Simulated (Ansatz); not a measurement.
## Effect of isotropic strain −0.82 % on ZnCu2SnSe4

Base system: ZnCu2SnSe4 (space group I-42m, No. 121; a = 5.6605 Å, c = 11.3079 Å).

The change: every lattice vector is shortened by 0.82 %; the atoms relax in the strained cell.

Calculations: DFT with PBEsol, PAW potentials and a 420 eV plane-wave cutoff in Ansatz (a quantum-chemistry and plane-wave program), no spin-orbit coupling. k-mesh 8×8×8 (Γ-centred); smearing 0.05 eV (Fermi–Dirac).

* **Volume per atom**: 22.09 Å³ (base 22.65 Å³)
* **Space group**: I-42m (No. 121) (base I-42m (No. 121))
* **Shortest interatomic distance**: 2.361 Å (base 2.381 Å)
* **Energy relative to the base (free energy F)**: +3.0 meV/atom
* **Pressure (mean of the normal stresses, compression positive)**: 1.7 GPa (base 0.0 GPa)
* **Band gap**: zero (base zero)

The mesh was chosen for an insulator and is coarse for the gapless case. Stability against distortions was not tested. All final runs are without spin polarisation. The zero or small gap of ZnCu2SnSe4 can change with the level of theory.
